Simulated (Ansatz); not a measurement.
Worked example: zone-centre phonon calculation of Hf₂Si (I4/mcm, 6 atoms in the cell) in Ansatz (a first-principles code).

Method: LDA (PW92), default PAW files made with PBE (plane waves; Ansatz).

```xyz
6
Lattice="-3.2852 3.2852 2.5906 3.2852 -3.2852 2.5906 3.2852 3.2852 -2.5906" Properties=species:S:1:pos:R:3 pbc="T T T"
Hf     1.0282     2.2570     2.5906
Hf     2.2570     1.0282     0.0000
Hf     1.0282     4.3134     0.0000
Hf     2.2570    -1.0282     2.5906
Si     0.0000     0.0000     3.8859
Si     0.0000     0.0000     1.2953
```

Reference input (self-consistent single point, DFT, LDA (PW92), plane waves, default PAW files made with PBE): basis.ecutwfc = 420 eV; kpoints.mp_grid.grid = 8 8 8; hamiltonian.xc = lda; hamiltonian.pseudopotentials = {kind: paw} (the program's default PAW files); scf.occupations.method = gaussian; scf.occupations.width = 0.1 eV. This run's input differs from it in these lines:

Ansatz 0.2 input:
```diff
@@ -14,3 +14,3 @@
 basis:
-  ecutwfc: 420.0
+  ecutwfc: 210.0
 kpoints:
@@ -26,6 +26,4 @@
     width: 0.1
-output:
-  forces: true
-  eigenvalues: true
-  stress: true
+phonons:
+  method: dfpt
```

Log, with long lists cut:

```
SCF iter   1: F=—  HF=-63117.275781 eV  |F-HF|=—  |Δ(HF+E_count)|=         —  Δρ=3.70e-2  dr2=7.68e-1  ethr=1.77e-3  ⟨swp⟩=5.2  Hψ=53933  notcnv=0  defer=113
all-band conjugate gradients solve this SCF's bands
preconditioner: auto → Kerker (q_TF=auto, 2.729 Å⁻¹)
SCF iter   2: F=—  HF=-63113.156989 eV  |F-HF|=—  |Δ(HF+E_count)|=    4.12e0  Δρ=7.83e-3  dr2=6.13e-2  ethr=6.86e-4  ⟨swp⟩=2.0  Hψ=36801  notcnv=0  defer=1419
   [... lines left out ...]
SCF iter   8: F=—  HF=-63112.685841 eV  |F-HF|=—  |Δ(HF+E_count)|=   5.24e-8  Δρ=2.03e-6  dr2=5.78e-9  ethr=1.75e-10  ⟨swp⟩=2.0  Hψ=19407  notcnv=0  defer=1419
SCF iter   9: F=—  HF=-63112.685841 eV  |F-HF|=—  |Δ(HF+E_count)|=   1.22e-9  Δρ=3.62e-7  dr2=1.54e-10  ethr=5.16e-12  ⟨swp⟩=2.0  Hψ=19402  notcnv=0  defer=1419
SCF iter  10: F=-63112.685841 eV  HF=-63112.685841 eV  |F-HF|=2.18e-11  |Δ(HF+E_count)|=  3.64e-11  Δρ=5.32e-8  dr2=2.04e-12  ethr=1.00e-12  ⟨swp⟩=9.6  Hψ=76711  notcnv=0
SCF 1 converged in 10 iterations: F = -63112.685841 eV  dr2 = 2.04e-12
DFPT response loops at Γ: preconditioner auto → Kerker (q_TF=auto, 2.729 Å⁻¹) (partly filled bands, converged f_vac=0.000) …
Free energy (F): -63112.685841 eV
Internal energy: -63112.673048 eV  (E = F + TS)
E sigma→0 (E₀):  -63112.679444 eV
Entropy (-TS):   -0.012793 eV (-2.132 meV/atom)
Fermi energy:    17.754157 eV
--- Phonons (Γ-DFPT): 4 representative perturbations + reference, on 260 of 512 k-points (Σ response iterations 14) ---
  k mesh reduced under 1 symmetry operation, with k and −k counted as one. Each operation leaves every solved perturbation unchanged …
  ASR residual: 6.982e-5 → 0.000e0 eV/Å²; symmetrization residual: 3.022e-6 eV/Å²
  ASR residual per site (eV/Å²): 1.50e-5 1.50e-5 1.50e-5 1.50e-5 6.98e-5 6.98e-5
  Γ frequencies (cm⁻¹): 0.00 0.00 0.00 81.85 105.44 105.44 108.24 108.24 123.60 129.58 133.57 137.91 243.45 300.27 300.27 316.03 316.03 330.62
  non-analytic LO–TO correction: not included (Born effective charges unavailable; polar crystals: no LO–TO splitting at Γ)
```

The run converged in 10 iterations. 

Summary of the result:
| Property | Value |
|---|---|
| Free energy E − TS (on the zero of these files) | -63112.6858 eV |
| Fermi level (on the code's own zero) | 17.75 eV |
| Zone-centre frequencies (cm⁻¹; negative means imaginary) | 0, 0, 0, 82, 105, 105, 108, 108, 124, 130, 134, 138, 243, 300, 300, 316, 316, 331 |

The starting cell comes from a database of computed structures (which also holds hypothetical and non-ambient phases and stackings), without a prior relaxation at this level. Its lattice was rescaled by up to half a per cent. The cutoff lies below the one recommended for these files.

Cost on one core of a shared machine: roughly 10 min.
